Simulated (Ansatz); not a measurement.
**Defect calculation: B interstitial in fcc Pt**

These are PBE, PAW (plane waves to 420 eV; Ansatz, a first-principles code) values and carry that method's errors. Set-up: 32-site cell; 6×6×6 shifted k-points; start: void with 6Pt nearest; no spin–orbit coupling; energies good to tenths of an eV; the relaxation kept the symmetry of the starting site.

Neighbours after relaxation, in Å: of the B atom: Pt 2.09, Pt 2.09, Pt 2.09, Pt 2.09, Pt 2.09, Pt 2.09.

Formation energies E_f are those of the neutral cell. Chemical conditions: host crystal and elements as references (Δμ(B) = 0.00 eV; B taken from its element, since no compound that bounds it was computed at this level; only phases computed here count, gases as isolated molecules at 0 K). Reference phases: B: alpha boron.

The name describes the start; the neighbours show where the atoms ended.

```csv
charge,moment (μB),point group,largest move off a lattice site (Å),"E_f, host crystal and elements as references (eV)"
0,not spin-polarised,Oh,0.10,-0.32
```

Point groups are those of the whole cell at tolerances of 0.03 and 0.1 Å ("near" where only the looser one holds); none is given for unsettled states.

No other site or start that was run ended lower by more than 0.1 eV.
